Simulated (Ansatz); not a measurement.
A constructed model of the (100) surface of fcc Cu, a layer of Pt in place of the second plane (bottom of the slab: a bare face, its two planes held)

Computed with PBE (plane waves to 420 eV, PAW; Ansatz, a program for electronic structure).

Set-up: 6 atoms, 9.1 Å thick at the start (thin: gaps and levels are the slab's own); mesh 15x15x1; 0.1 eV smearing; dipole correction on; 2 atoms held, the rest relaxed; held to the start's symmetry, so lower structures may exist; no spin, no spin-orbit, no U. It is one candidate, not shown to be the stable structure of the face.

```json
{
 "work_function_of_the_top_face": "4.77 eV",
 "energy_released_by_relaxation": "0.13 eV",
 "cost": "about 2.4 core-minutes (a rough figure)"
}
```
